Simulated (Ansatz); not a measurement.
**A computed series for SiC: response to strain**

Take SiC in the wurtzite structure (space group P6_3mc, No. 186) as the base.

```
SiC
1.0
    3.05640     0.00000     0.00000
   -1.52820     2.64692     0.00000
    0.00000     0.00000     5.01582
Si C
2 2
Direct
  0.33333   0.66667   0.99959
  0.66667   0.33333   0.49959
  0.33333   0.66667   0.37541
  0.66667   0.33333   0.87541
```

Cartesian axes are those of the cell as printed.

Strains are applied to the cell and any free atomic positions relax.

Computed with DFT with LDA, PAW potentials and a 420 eV plane-wave cutoff in Ansatz (a program for electronic structure), spin-orbit coupling left out.

Notes on the quantities. energy relative to the base: free energy F.

| case | band gap | energy relative to the base | electron mass |
|---|---|---|---|
| base | 2.13 eV | 0 meV/atom | 0.26 mₑ along c, 0.43 mₑ across (at K) |
| tensor shear ε_xz = +1.33 % | 2.07 eV | +3.5 meV/atom | 0.26 mₑ along z, 0.43 mₑ across (off the special points) |
| tensor shear ε_xz = +1.67 % | 2.05 eV | +5.5 meV/atom | 0.26 mₑ along z, 0.43 mₑ across (off the special points) |
| tensor shear ε_xz = +1.00 % | 2.09 eV | +2.0 meV/atom | 0.26 mₑ along z, 0.43 mₑ across (off the special points) |
| tensor shear ε_xz = +0.33 % | 2.13 eV | +0.2 meV/atom | 0.26 mₑ along z, 0.43 mₑ across (off the special points) |
| tensor shear ε_xz = +0.67 % | ___ | ___ | 0.26 mₑ along z, 0.42 mₑ across (off the special points) |
| tensor shear ε_xz = +2.00 % | 2.03 eV | +7.8 meV/atom | 0.26 mₑ along z, 0.43 mₑ across (off the special points) |

Question: What belongs in the blanks?

Answer: 
- tensor shear ε_xz = +0.67 %, band gap: 2.11 eV
- tensor shear ε_xz = +0.67 %, energy relative to the base: +0.9 meV/atom

Masses are band curvatures over ±0.01 Å⁻¹ around the edge. Stability against distortions was not tested. k-point labels follow each cell's own Brillouin zone.
